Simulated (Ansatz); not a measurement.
**BN, carrier doping**

Start from BN (space group P6_3/mmc, No. 194; a = 2.5064 Å, c = 6.6147 Å; layered, stacked along the Cartesian z axis).

Carriers are added at fixed cell with a uniform background; the Fermi–Dirac width is that of 300 K.

Method: PBE-D3(BJ) (Ansatz, an electronic-structure program), without spin-orbit coupling.

For the base:

```
Property                        Value
----------------------------  -------
Gap between the host's bands  4.24 eV
```

### Question
The aim is a gap between the host's bands between 4.72 eV and 5.21 eV. Which of these changes reaches it?
A) holes 2.0×10^21 cm⁻³
B) holes 1.0×10^21 cm⁻³
C) holes 2.0×10^22 cm⁻³

### Answer
C, holes 2.0×10^22 cm⁻³. It gives 4.94 eV; holes 1.0×10^21 cm⁻³ gives 4.27 eV; holes 2.0×10^21 cm⁻³ gives 4.31 eV. Changes not listed may reach it too

Charged cell with a jellium background: band edges are those of the host's band count, energies are not comparable with the neutral cell, and many-body gap narrowing is missing. Semilocal Kohn–Sham gaps tend to fall short of experiment. No phonon test of stability was made.
